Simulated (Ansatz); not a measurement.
**NaHgBr3 in the cubic perovskite structure (space group Pm-3m, No. 221; a hypothetical phase, not in the database extracts checked)**

```cif
data_Br3HgNa
_chemical_formula_sum 'Na1 Hg1 Br3'
_space_group_name_H-M_alt 'P 1'
_space_group_IT_number 1
_cell_length_a 5.47454
_cell_length_b 5.47454
_cell_length_c 5.47454
_cell_angle_alpha 90.000
_cell_angle_beta 90.000
_cell_angle_gamma 90.000
loop_
_space_group_symop_operation_xyz
  'x, y, z'
loop_
_atom_site_label
_atom_site_type_symbol
_atom_site_fract_x
_atom_site_fract_y
_atom_site_fract_z
_atom_site_occupancy
Na1 Na 0.00000 0.00000 0.00000 1
Hg1 Hg 0.50000 0.50000 0.50000 1
Br1 Br 0.00000 0.50000 0.50000 1
Br2 Br 0.50000 0.50000 0.00000 1
Br3 Br 0.50000 0.00000 0.50000 1
```

Computed with PBEsol (Ansatz, a quantum-chemistry and plane-wave program, PAW, no spin-orbit coupling). Settings: 9×9×9 k-points, 0.05 eV Fermi–Dirac smearing.

| Property | Value |
|---|---|
| Volume per atom | 32.81 Å³ |
| Density | 4.69 g/cm³ |
| Band gap | zero |
| Total energy | -4671.376 eV/atom (σ→0; compares only within this code and set-up) |

Stability against distortions was not tested. The final runs are not spin-polarised. Many cubic perovskites are stable only at high temperature; tilts and polar distortions were not tested.
